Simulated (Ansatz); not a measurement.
Troubleshooting Ansatz (a quantum-chemistry and plane-wave program): a failed run on BaTiO3 (Pm-3m, 5 atoms in the cell). The aim is a self-consistent single point with DFT, PBE, plane waves, PAW files.

Cell that was meant: a = 4.1007 Å, b = 4.1007 Å, c = 4.1007 Å, α = 90.00°, β = 90.00°, γ = 90.00°.

Part of the input:

```yaml
  occupations:
    method: gaussian
    width: 0.02
  max_iter: 2
output:
  forces: true
  eigenvalues: true
```

Output (repeated stretches shortened):

```
SCF iter   1: F=—  HF=-10160.034931 eV  |F-HF|=—  |Δ(HF+E_count)|=         —  Δρ=5.27e-2  dr2=2.28e0  ethr=3.10e-3  ⟨swp⟩=5.1  Hψ=5278  notcnv=0
all-band conjugate gradients solve this SCF's bands
preconditioner: auto → Resta (q_TF=auto, 2.492 Å⁻¹)
SCF iter   2: F=—  HF=-10159.717988 eV  |F-HF|=—  |Δ(HF+E_count)|=   3.17e-1  Δρ=2.63e-2  dr2=7.77e-1  ethr=3.10e-3  ⟨swp⟩=5.7  Hψ=3755  notcnv=0
Error: did not converge after 2 iterations: dr2 = 7.77e-1 (threshold 1.00e-7), under the density mixer `msr1`, which `scf.mixing.algorithm: auto` chose by the deck's other keys (type `scf.mixing.algorithm: msr1` to keep it); raise `scf.max_iter`, which need not help a stalled SCF, or adjust the mixing (`scf.mixing`) or, under a smearing, its width (`scf.occupations.width`, in either direction: another width is another result); this SCF holds its density and magnetisation to the symmetry operations that it keeps, and cannot end on a state that breaks one of them: if the state sought breaks one, re-run with `crystal.symmetry.detect: false`, without `crystal.symmetry.time_reversal: [...]
```

Task: Find the mistake and give the fix.

Result: The fault is an iteration limit that is too low. The loop is cut before its threshold is met, so whatever is printed at the end is not self-consistent. To fix it, raise the limit, or leave it to the default. The run ended unconverged after 2 iterations.

The sound input it was made from differs as follows (other fixes are possible):
```diff
-  max_iter: 2
```

With that input, the run converged in 8 iterations: free energy E − TS (on the zero of these files) -10159.6230 eV; top of the valence band (on the code's own zero) 9.28 eV; gap on the k-point mesh 1.66 eV; pressure -8.54 GPa (DFT, PBE, plane waves, PAW files).

On the sound input: the starting cell comes from a database of computed structures (which also holds hypothetical and non-ambient phases and stackings), without a prior relaxation at this level. Its lattice was rescaled by a random factor within 2.5 % of one. With a pressure of about -9 GPa the cell is away from its equilibrium volume at this level. Ansatz's pressure includes its estimate of the finite-basis (Pulay) stress.

Keys are those of Ansatz 0.2.
